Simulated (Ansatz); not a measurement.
Structure of amorphous W16Si12N24 (periodic cell):

```xyz
52
Lattice="8.5657 0.0000 0.0000 0.0000 8.5657 0.0000 0.0000 0.0000 8.5657" Properties=species:S:1:pos:R:3 pbc="T T T"
W      6.2794     0.3784     2.1247
W      6.6544     5.7479     5.6688
W      5.0301     7.5517     0.1464
W      6.7708     0.5730     7.5644
W      7.9297     7.6407     4.0909
W      2.9647     5.5170     4.7587
W      1.9077     6.7133     0.3109
W      2.7217     0.9051     0.1126
W      8.2978     5.6501     7.8714
W      4.1978     7.2065     2.9623
W      6.3478     1.9115     4.6209
W      0.3132     0.1472     1.1503
W      2.3694     2.0140     6.2440
W      5.1517     8.1104     5.2864
W      8.4356     3.0018     6.7452
W      1.8296     7.9829     4.9847
Si     3.2653     7.6897     6.9297
Si     1.7720     7.2175     2.6759
Si     3.1398     0.9536     2.9388
Si     0.6630     8.3035     7.1735
Si     4.8248     3.2094     6.6357
Si     7.6321     3.0467     1.2533
Si     1.9848     3.5810     2.0496
Si     6.8676     5.7602     2.0682
Si     4.0324     4.9873     0.4030
Si     4.9215     2.5272     1.1198
Si     0.1965     4.4292     4.3500
Si     0.4429     1.4833     3.5322
N      7.1051     0.2625     5.5332
N      7.4933     7.3817     2.0328
N      3.3049     2.3659     1.8438
N      5.1727     1.5127     6.2542
N      4.8585     3.6215     8.3646
N      1.7673     4.4329     3.5798
N      8.2620     2.7288     4.5568
N      4.8455     6.0788     4.7821
N      6.2415     2.6484     2.2664
N      5.1455     5.8151     1.5827
N      3.3453     3.7210     5.8817
N      7.5045     5.4819     3.7145
N      2.0857     1.4431     4.2070
N      4.7674     0.7446     3.6016
N      6.2187     3.7385     5.7197
N      0.5445     2.5333     2.0275
N      7.3944     2.3201     8.2830
N      7.7343     4.7467     0.9904
N      2.4178     4.7441     0.9085
N      6.7231     6.8100     7.5174
N      1.4046     2.3652     7.8391
N      3.6867     6.1611     7.7813
N      5.0692     0.9439     0.4436
N      0.2332     4.9272     6.0217
```

All values below come from PBE, scalar-relativistic without spin-orbit coupling (plane waves to 420 eV, PAW; Ansatz, an electronic-structure program). The usual formal charges leave 72 electrons over, so the level spacing at the Fermi energy parts defect or band states and needn't be the band gap.

A CHGNet melt-quench gave the starting glass, which DFT then relaxed. N atoms were pushed apart under 1.9 Å during the dynamics, to hinder bonds among them. The hot cell started wider than the set density and was brought back towards it in steps. It is the lowest in DFT energy of 2 quenches. It is a model cell: composition and starting density were chosen by hand, and all elements were melted together. No dispersion term was used. Its density started from a set value of 11.61 and ended at 9.55 g/cm³. Cooling (nominally 380 K/ps over its main leg) ran many orders faster than in experiment, which tends to leave more defects and strain. A cell of this size samples the disorder only roughly. The volume was free in the relaxation, at fixed shape. Stress components on the final sampling reach 2.9 GPa. On a 2×2×2 Γ-centred mesh force components of up to 0.42 eV/Å stay, since the relaxation ran on one k-point at (1/4, 1/4, 1/4).

Neighbours within W-W 3.04 Å, W-Si 2.74 Å, W-N 2.68 Å, Si-Si 2.60 Å, Si-N 2.02 Å, N-N 1.70 Å count as bonded. Two cations that share two anions don't count as bonded, nor two that share one unless they lie closer than W-W 2.95 Å, W-Si 2.66 Å, Si-Si 2.38 Å.

Question: Give the coordination numbers, mean bond lengths and angles.

Answer: 
| Property | Result |
|---|---|
| Mean coordination of W by anions | 3.50 (1 with 1, 2 with 2, 6 with 3, 3 with 4, 3 with 5, 1 with 6); 49 close contacts or bonds to cations besides |
| Mean coordination of Si by anions | 2.92 (2 with 0, 1 with 1, 2 with 3, 7 with 4); 15 close contacts or bonds to cations besides |
| Mean coordination of N | 3.79 (7 with 3, 15 with 4, 2 with 5) |
| Mean W-N bond | 2.148 Å (spread 0.140 Å, 56 counted) |
| Mean Si-N bond | 1.757 Å (spread 0.035 Å, 35 counted) |
| Mean W-W close contact | 2.772 Å (spread 0.087 Å, 17 counted) |
| Mean W-Si close contact | 2.540 Å (spread 0.080 Å, 15 counted) |
| Bond angle at W | mean 100.2°, spread 30.4° |
| Bond angle at Si | mean 107.4°, spread 21.7° |
| Bond angle at N | mean 107.6°, spread 22.7° |
